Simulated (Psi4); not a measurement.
Psi4 1.11, PBE0/def2-svp: Bi(H)2(OH) ([OH][BiH2]), 5 atoms. The geometry is a generated start, not checked to be a minimum at this level.

- task: energy
- method: pbe0
- basis: def2-svp
- memory: 3 GB
- maxiter: 100
- keys of the molecule block: symmetry c1
- scf_type: df (default)
- e_convergence: 1e-06 (default)
- d_convergence: 1e-06 (default)
- dft_radial_points: 75 (default)
- dft_spherical_points: 302 (default)
- effective core potentials: those of the basis set, past Kr
- basis functions: 55
- grid points: 108150

```xyz
5

Bi    -0.3317    -0.4747     0.7566
H     -1.7754    -0.2542    -0.2449
H      0.1543    -1.7848    -0.3271
O      0.7596     0.9469    -0.3854
H      1.1933     1.5669     0.2008
```

With the defaults (diis = true, scf_initial_accelerator = adiis, damping_percentage = 0, level_shift = 0, level_shift_cutoff = 0.01, diis_max_vecs = 10, guess = auto, which took SAD) it converges in 9 SCF iterations. One run each on 2 threads, with these changes:
- damping_percentage = 20
- damping_percentage = 60
- diis_max_vecs = 20
- diis_max_vecs = 3
- guess = huckel
- diis_max_vecs = 6
- guess = modhuckel
- level_shift = 0.1, level_shift_cutoff = 0.001
- diis = false, scf_initial_accelerator = none, damping_percentage = 60

Question: Which of these changes keep the SCF from converging, or lead it to another solution?

Answer: No convergence: diis = false, scf_initial_accelerator = none, damping_percentage = 60 (the run ends without SCF convergence in 100 iterations). The rest reach the solution of the defaults.

```
setting                                                                SCF iterations             end
---------------------------------------------------------------------  --------------  --------------
level_shift = 0.1, level_shift_cutoff = 0.001                                       8   same solution
the defaults                                                                        9   same solution
diis_max_vecs = 6                                                                   9   same solution
diis_max_vecs = 20                                                                  9   same solution
guess = huckel                                                                      9   same solution
guess = modhuckel                                                                  10   same solution
diis_max_vecs = 3                                                                  12   same solution
damping_percentage = 20                                                            16   same solution
damping_percentage = 60                                                            59   same solution
diis = false, scf_initial_accelerator = none, damping_percentage = 60             100  no convergence
```
